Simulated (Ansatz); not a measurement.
## Hf2O (model structure, started from the Ca2N type, R-3m, No. 166, 3 atoms in the cell): properties by level of theory

```tsv
level (code)	lattice constant a (Å)	c axis length (Å)	bulk modulus B0 (GPa)	cohesive energy (eV/atom)
LDA (Ansatz)	___	___	190	8.13
PBE (Ansatz)	3.132	16.429	162	6.86
PBEsol (Ansatz)	___	16.136	177	7.49
r²SCAN (Ansatz)	___	16.385	175	___
```

### Question
Complete the blanks.

### Answer

- LDA (Ansatz, a quantum-chemistry and plane-wave program), lattice constant a (Å): 3.070
- LDA (Ansatz), c axis length (Å): 15.958
- PBEsol (Ansatz), lattice constant a (Å): 3.099
- r²SCAN (Ansatz), lattice constant a (Å): 3.104
- r²SCAN (Ansatz), cohesive energy (eV/atom): 6.89

Caveats: the bulk modulus is −V dP/dV from two relaxed cells at ±2 % in volume (LDA, PBE, PBEsol, r²SCAN). Ansatz's density-functional and Hartree–Fock values are scalar-relativistic unless marked +SOC, with PAW data made under PBE.

Free atoms are spin-polarised, in the lowest state found; at levels without +SOC their spin–orbit coupling is left out.

Computed values are for the static lattice.

A model structure was made by putting elements into a prototype or built by hand; it is no filed structure, need not be a known phase, and can be a saddle point held by its symmetry.
